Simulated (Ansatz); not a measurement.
Data:

```yaml
crystal:
  lattice:
    - [3.91119, 0.00000, 0.00000]
    - [1.95559, 3.38719, 0.00000]
    - [0.00000, 0.00000, 6.02997]
  atoms:
    - { symbol: La, position: [0.33333, 0.33333, 0.24531] }
    - { symbol: La, position: [0.66667, 0.66667, 0.75469] }
    - { symbol: O, position: [0.00000, 0.00000, 0.00000] }
    - { symbol: O, position: [0.33333, 0.33333, 0.64627] }
    - { symbol: O, position: [0.66667, 0.66667, 0.35373] }
```

No spin polarisation.

The values are results of DFT with PBEsol, PAW potentials and a 420 eV plane-wave cutoff in Ansatz (an electronic-structure program), no SOC, not measurements. k-mesh 10×10×6 (Γ-centred); smearing 0.05 eV (Fermi–Dirac).

Q: Predict the gap character.

A: Indirect, L → K.

Q: Estimate the band gap.

A: 3.76 eV.

Q: What is the computed electron mass?

A: 1.3 mₑ (at K).

Q: Estimate the pressure (mean of the normal stresses, compression positive).

A: -0.20 GPa.

The cells carry an imposed strain or load. Masses are band curvatures over ±0.01 Å⁻¹ around the edge. Whether these cells are dynamically stable was not tested. The cell was made from La$_{2}$O$_{3}$ (space group P-3m1, No. 164) by this change: biaxial strain +0.13 %, plane normal [001], relaxed out of plane.
